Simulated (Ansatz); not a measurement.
The parent structure is BeSe in the zinc blende structure (space group F-43m, No. 216; a = 5.1289 Å).

The other end (x = 1) is BeTe in the zinc blende structure (space group F-43m, No. 216): 22.00 Å³/atom, gap 1.84 eV.

The values are results of PBEsol in Ansatz (plane waves to 420 eV, PAW, no spin-orbit coupling), not measurements.

Te replaces a fraction x of Se; each row is one arrangement (x, atoms in the cell, starting space group or random), fully relaxed.

One change was made to it. Results:

The mixing energy comes out as +29 meV/atom; the gap character (in this cell's own zone, which can be folded) amounts to direct at Γ.

### Question
What was done to the base?
A) x(Te) = 0.75, 8 atoms, Amm2
B) x(Te) = 0.333, 6 atoms, P3m1
C) x(Te) = 0.25, 8 atoms, Pmm2

### Answer
A, x(Te) = 0.75, 8 atoms, Amm2. For comparison, the mixing energy in the other runs: x(Te) = 0.25, 8 atoms, Pmm2 gives +25 meV/atom; x(Te) = 0.333, 6 atoms, P3m1 gives +39 meV/atom.

Each cell is one ordered arrangement of few atoms, which overstates ordering effects compared with a random alloy. With Te present, leaving out spin-orbit coupling can change the band edges. Whether these cells are dynamically stable was not tested. k-point labels follow each cell's own Brillouin zone.

Ansatz is a program for electronic structure.
